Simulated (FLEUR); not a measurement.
Band structure of Be3Rh (P6_3/mmc, 8 atoms in the cell).

```yaml
crystal:
  lattice:
    - [4.79878, 0.00000, 0.00000]
    - [-2.39939, 4.15587, 0.00000]
    - [0.00000, 0.00000, 3.73551]
  atoms:
    - { symbol: Be, position: [0.16015, 0.32031, 0.25000] }
    - { symbol: Be, position: [0.83984, 0.67969, 0.75000] }
    - { symbol: Be, position: [0.83984, 0.16015, 0.75000] }
    - { symbol: Be, position: [0.16015, 0.83984, 0.25000] }
    - { symbol: Be, position: [0.67969, 0.83984, 0.25000] }
    - { symbol: Be, position: [0.32031, 0.16015, 0.75000] }
    - { symbol: Rh, position: [0.33333, 0.66667, 0.75000] }
    - { symbol: Rh, position: [0.66667, 0.33333, 0.25000] }
```

Method of the run: LDA (Perdew-Zunger), all-electron FLAPW (FLEUR), scalar-relativistic valence run with FLEUR.

Settings: Kmax = 4 1/bohr; GmaxXC = 16 1/bohr; xcFunctional = pz; jspins = 1; l_soc = F; mode = hist; fermiSmearingEnergy = 0.00367493 Htr; mesh (inpgen div1-3) = 11 11 12; inpgen gamma flag = true; Gmax = 16 1/bohr; numbands = 0; maxIterBroyd = 15; imix = Anderson; alpha = 0.05.

The starting cell comes from a database of computed structures (which also holds hypothetical and non-ambient phases and stackings), without a prior relaxation at this level. Its lattice was rescaled by a random factor within 2.5 % of one. Spin polarisation is off. Values depend on the basis (sphere radii, cutoffs, local orbitals), which need not be converged.

Levels in eV from the Fermi level, bands 18 to 25:
```json
[
 {"point": "Γ", "18": "-2.71", "19": "-1.34", "20": "-1.34", "21": "-1.11", "22": "0.06", "23": "1.19", "24": "1.19", "25": "5.01"},
 {"point": "M", "18": "-2.35", "19": "-2.00", "20": "-0.73", "21": "1.37", "22": "1.59", "23": "2.90", "24": "3.71", "25": "4.08"},
 {"point": "K", "18": "-2.52", "19": "-1.79", "20": "0.88", "21": "1.64", "22": "2.65", "23": "2.65", "24": "2.86", "25": "2.86"},
 {"point": "A", "18": "-2.51", "19": "-2.00", "20": "-2.00", "21": "-0.29", "22": "-0.29", "23": "-0.29", "24": "-0.29", "25": "4.45"},
 {"point": "L", "18": "-2.33", "19": "-1.60", "20": "-1.60", "21": "0.17", "22": "0.17", "23": "0.51", "24": "0.51", "25": "5.63"},
 {"point": "H", "18": "-2.36", "19": "-1.37", "20": "-1.37", "21": "-1.23", "22": "-1.23", "23": "2.37", "24": "2.37", "25": "4.55"}
]
```
